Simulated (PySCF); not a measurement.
PySCF 2.14.0, BP86/def2-svp, df: Y(NH2)2(Me) ([CH3][Y]([NH2])[NH2]), 11 atoms. The geometry is a generated start, not checked to be a minimum at this level.

task: energy
method: bp86
basis: def2-svp
two-electron scheme: density fitting
mol.max_memory: 3000 MB
mf.max_cycle: 100
mf.init_guess: minao (default)
mf.conv_tol: 1e-09 (default)
mf.grids.level: 3 (default)
effective core potentials: those of the basis set, past Kr
basis functions: 108
grid points: 132456

```xyz
11

Y      0.2689     0.0359     0.3309
N      2.0543    -0.5768    -0.6811
H      2.8025    -1.1041    -0.2325
H      2.5108    -0.0366    -1.4145
N     -0.5363    -1.2427     1.8264
H     -0.1675    -2.1694     2.0495
H     -1.2144    -1.0336     2.5545
C     -1.2305     1.3763    -0.9312
H     -2.1806     1.5489    -0.4197
H     -1.4636     0.8454    -1.8625
H     -0.8436     2.3566    -1.2197
```

Charge 0 and multiplicity 1 are set for this test and not shown to be the ground state.

With the defaults (mf.DIIS = CDIIS, mf.diis = true, mf.diis_space = 8, mf.damp = 0, mf.diis_start_cycle = 1, mf.level_shift = 0, newton = off) it converges in 15 Fock builds. One run each on 2 threads, 1 BLAS thread, with these changes:
- newton = Hessian by the SCF's own integrals
- mf.damp = 0.7, mf.diis_start_cycle = 8
- mf.damp = 0.3, mf.diis_start_cycle = 4
- mf.diis_space = 3
- mf.level_shift = 0.3 Hartree
- mf.DIIS = EDIIS
- mf.diis = false
- mf.diis_space = 12
- mf.level_shift = 1 Hartree

Question: Which runs fail or end elsewhere than the default run?

Answer: No convergence: mf.DIIS = EDIIS; mf.diis = false (the run ends without SCF convergence in 100 cycles). The rest reach the solution of the defaults.

```
setting                                      Fock builds             end
-------------------------------------------  -----------  --------------
the defaults                                          15   same solution
mf.diis_space = 12                                    15   same solution
mf.damp = 0.7, mf.diis_start_cycle = 8                16   same solution
mf.damp = 0.3, mf.diis_start_cycle = 4                22   same solution
mf.level_shift = 0.3 Hartree                          29   same solution
mf.diis_space = 3                                     31   same solution
newton = Hessian by the SCF's own integrals           51   same solution
mf.level_shift = 1 Hartree                            85   same solution
mf.DIIS = EDIIS                                      101  no convergence
mf.diis = false                                      101  no convergence
```

Under newton the count holds the products with the orbital Hessian.
